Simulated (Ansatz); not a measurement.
## How well does each level of theory give the bulk modulus B0 of hexagonal WC?

Reference value: 384 ± 0.8 GPa (measured, room temperature, no zero-point or thermal correction, adiabatic, ultrasonic, our sources range from 377 to 412; as tabulated in Compression behavior of WC and WC-6%Co up to 50 GPa (OSTI 1006718)).

| level (code) | value (GPa) | cell (Å³/atom) | difference (%) |
|---|---|---|---|
| LDA (Ansatz) | 421 | 10.13 | +9.6 |
| PBE (Ansatz) | 383 | 10.52 | -0.3 |
| PBE+SOC (Ansatz) | 382 | 10.52 | -0.5 |
| PBEsol+SOC (Ansatz) | 405 | 10.28 | +5.5 |
| revPBE (Ansatz) | 374 | 10.61 | -2.6 |
| RPBE (Ansatz) | 370 | 10.64 | -3.6 |
| PBE-D3(BJ) (Ansatz) | 399 | 10.33 | +3.9 |
| PBEsol-D3(BJ) (Ansatz) | 423 | 10.11 | +10.2 |
| rVV10 (Ansatz) | 365 | 10.74 | -4.9 |
| r²SCAN (Ansatz) | 401 | 10.42 | +4.4 |
| r²SCAN+SOC (Ansatz) | 400 | 10.41 | +4.2 |
| r²SCAN-D4 (Ansatz) | 407 | 10.36 | +6.0 |

The reference is not for a static lattice or low temperature, so close values are not ranked against it.

The measured value isn't corrected to a static lattice, so vibrations enter the comparison. A static lattice is as a rule stiffer than a warm one, by over a tenth in soft solids.  Density-functional levels without +SOC have no spin–orbit coupling. Each level is taken at its own relaxed cell. Cutoffs differ between the levels. Ansatz's density-functional and Hartree–Fock values are scalar-relativistic unless marked +SOC, with PAW data made under PBE.

Differences are worked out from the printed values.

Ansatz is a program for electronic structure.
